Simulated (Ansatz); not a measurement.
Consider the following.

```
CELL_PARAMETERS angstrom
      0.05824     2.91212     2.91212
      2.91212     0.05824     2.91212
      2.97037     2.97037     0.00000
ATOMIC_POSITIONS crystal
  Cd 0.00445 0.00445 0.99555
  S  0.24555 0.24555 0.25445
```

No spin polarisation.

Computed with PBEsol (Ansatz, a quantum-chemistry and plane-wave program; PAW; 420 eV plane waves; spin-orbit coupling left out). Settings: 10×10×10 k-points, 0.05 eV Fermi–Dirac smearing.

What stress (xx, yy, zz, yz, xz, xy; compression positive) does the calculation give?

(-0.02, -0.02, -0.03, 0.00, 0.00, -1.05) GPa.

Predict the gap character.

Direct at Γ.

What is the computed valence-band top at Γ (three highest levels, from the VBM)?

0.00, -0.09, -0.15 eV.

The cells carry an imposed strain or load. Whether these cells are dynamically stable was not tested. The cell was made from CdS in the zinc blende structure (space group F-43m, No. 216) by this change: tensor shear ε_xy = +2.00 %.
